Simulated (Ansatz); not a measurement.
Base system: AlN in the wurtzite structure (space group P6_3mc, No. 186; a = 3.114 Å, c = 4.984 Å). Axes: x lies along a and z along c of the hexagonal cell.

One thing is altered: strain tensor (xx, yy, zz, yz, xz, xy) = (+2.47, −0.08, −0.04, +0.50, +0.34, +0.81) %, atoms relaxed at fixed cell.

Levels (all Ansatz, an electronic-structure program, PAW): PBEsol (420 eV, no SOC); HSE06 (420 eV, spin-orbit coupling left out).

The geometry is relaxed with PBEsol.

| Item | Result |
|---|---|
| PBEsol lowest conduction level above the VBM at special points | Γ 3.82 eV; R₂ 4.99 eV; V₂ 5.05 eV |

**Question.** What does HSE06 give at this geometry for the lowest conduction level above the VBM at special points?

**Answer.** The lowest conduction level above the VBM at special points changes from Γ 3.82 eV; R₂ 4.99 eV; V₂ 5.05 eV to Γ 5.24 eV; R₂ 6.44 eV; V₂ 6.50 eV.

Single points use the geometry relaxed with PBEsol. The levels and masses belong to the bands next to the band gap. Stability against distortions was not tested. k-point labels follow each cell's own Brillouin zone.
